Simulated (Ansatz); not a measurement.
# AlAs (F-43m): band-edge transport data

Data:

```yaml
crystal:
  lattice:
    - [0.00000, 2.83731, 2.83731]
    - [2.83731, 0.00000, 2.83731]
    - [2.83731, 2.83731, 0.00000]
  atoms:
    - { symbol: Al, position: [0.00000, 0.00000, 0.00000] }
    - { symbol: As, position: [0.75000, 0.75000, 0.75000] }
```

Computed with PBEsol with spin-orbit coupling, rigid bands (plane waves, PAW; Ansatz, a program for electronic structure). Geometry: cell and atoms relaxed with PBEsol.

```yaml
band_gap: 1.25 eV
electron conductivity mass (300 K, dilute): 0.33 mₑ
hole conductivity mass (300 K, dilute): 0.59 mₑ
effective density of states N_c (300 K): 1.7e19 cm⁻³
effective density of states N_v (300 K): 2.4e19 cm⁻³
density_of_states_mass_electrons: 0.79 mₑ
density_of_states_mass_holes: 0.97 mₑ
Seebeck coefficient, n-type 1e19 cm⁻³, 300 K: -263 μV/K
best n-type power factor at 300 K for τ = 10 fs (best axis; densities from 1e16 to 1e21 cm⁻³ tried, whether or not they can be reached): 8.0 μW/(cm·K²) at 1e20 cm⁻³
Seebeck coefficient, p-type 1e19 cm⁻³, 300 K: 303 μV/K
```

Rigid bands; masses and Seebeck coefficients take one relaxation time τ for all states and one kind of carrier; polarons and phonon drag are left out.
